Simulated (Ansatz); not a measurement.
Band structure of LiBe (P2_1/m, 4 atoms in the cell).

```xyz
4
Lattice="2.2960 0.0000 0.0000 0.0000 3.6128 0.0000 -0.4017 0.0000 5.5135" Properties=species:S:1:pos:R:3 pbc="T T T"
Li     1.6296     0.9032     0.8538
Li     0.2647     2.7096     4.6597
Be     1.5053     0.9032     3.1767
Be     0.3890     2.7096     2.3368
```

Method: PBEsol, PAW files made with PBE (plane waves; Ansatz, a quantum-chemistry and plane-wave program).

Settings: kpoints.mp_grid.grid = 11 7 5; hamiltonian.xc = pbesol; hamiltonian.pseudopotentials = {kind: paw} (the program's default PAW files); scf.occupations.method = gaussian; scf.occupations.width = 0.272 eV; kpoints.band_path.npoints = 8.

The starting cell comes from a database of computed structures (which also holds hypothetical and non-ambient phases and stackings), without a prior relaxation at this level.

Levels in eV from the Fermi level, bands 1 to 8:
```json
[
 {"point": "Γ", "1": "-45.51", "2": "-45.46", "3": "-7.51", "4": "-3.01", "5": "-2.12", "6": "-0.72", "7": "4.39", "8": "5.70"},
 {"point": "Y", "1": "-45.51", "2": "-45.46", "3": "-7.42", "4": "-4.28", "5": "-0.51", "6": "1.01", "7": "2.33", "8": "3.42"},
 {"point": "H", "1": "-45.38", "2": "-45.36", "3": "-2.53", "4": "-2.07", "5": "0.39", "6": "1.17", "7": "5.86", "8": "6.46"},
 {"point": "C", "1": "-45.38", "2": "-45.36", "3": "-2.32", "4": "-2.27", "5": "0.64", "6": "0.84", "7": "6.09", "8": "6.25"},
 {"point": "E", "1": "-45.37", "2": "-45.37", "3": "-1.56", "4": "-1.56", "5": "1.96", "6": "1.96", "7": "2.91", "8": "2.91"},
 {"point": "M1", "1": "-45.37", "2": "-45.37", "3": "-1.59", "4": "-1.59", "5": "1.98", "6": "1.98", "7": "2.94", "8": "2.94"},
 {"point": "A", "1": "-45.37", "2": "-45.37", "3": "-1.77", "4": "-1.77", "5": "2.86", "6": "2.86", "7": "3.34", "8": "3.34"},
 {"point": "X", "1": "-45.38", "2": "-45.36", "3": "-2.40", "4": "-2.39", "5": "0.65", "6": "1.84", "7": "5.41", "8": "5.98"},
 {"point": "H1", "1": "-45.38", "2": "-45.36", "3": "-2.53", "4": "-2.07", "5": "0.39", "6": "1.17", "7": "5.86", "8": "6.46"}
]
```

Bands cross the Fermi level along this path, so the cell is metallic at this level.

Keys are those of Ansatz 0.2.
